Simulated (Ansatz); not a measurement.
# ZrCu₅ (F-43m, No. 216, 6 atoms in the cell; start mp-30603)

Calculation: LDA (plane waves, PAW; Ansatz, a quantum-chemistry and plane-wave program).

Run with plane-wave cutoff 520 eV, 14×14×14 k mesh, Fermi–Dirac smearing 0.05 eV, no spin polarisation, scalar-relativistic PAW data made under PBE.

Cell (relaxed at this level):

```xyz
6
Lattice="0.0000 3.3560 3.3560 3.3560 0.0000 3.3560 3.3560 3.3560 0.0000" Properties=species:S:1:pos:R:3 pbc="T T T"
Zr     0.0000     0.0000     0.0000
Cu     1.6780     1.6780     1.6780
Cu     4.1896     2.5223     2.5223
Cu     2.5223     4.1896     2.5223
Cu     2.5223     2.5223     4.1896
Cu     4.1896     4.1896     4.1896
```

```yaml
bulk_modulus: 176 GPa
```

Note: the run has no spin polarisation, so it can have missed a magnetic state; the bulk modulus is −V dP/dV from two relaxed cells at ±2 % in volume; the relaxation could not lower the start's symmetry, so the cell can be a saddle point above a distorted one.

The computed numbers hold no vibrational or temperature effects.

A start named mp-… is a Materials Project structure, which need not be a measured phase.
